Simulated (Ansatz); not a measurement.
Consider PtGe (space group Pnma, No. 62; a = 5.735 Å, b = 3.710 Å, c = 6.080 Å).

Levels (all Ansatz, a quantum-chemistry and plane-wave program, PAW): PBEsol (420 eV, scalar-relativistic without spin-orbit coupling); r2SCAN (500 eV, scalar-relativistic without spin-orbit coupling).

The geometry is relaxed with PBEsol.

```
Item              Result
---------------  -------
PBEsol pressure  0.0 GPa
```

Task: What does r2SCAN give at this geometry for the pressure?

Result: The pressure goes from zero to 2.1 GPa.

Single points use the geometry relaxed with PBEsol. Their cutoffs differ, which shifts pressures a little. Whether these cells are dynamically stable was not tested. The final runs are not spin-polarised.
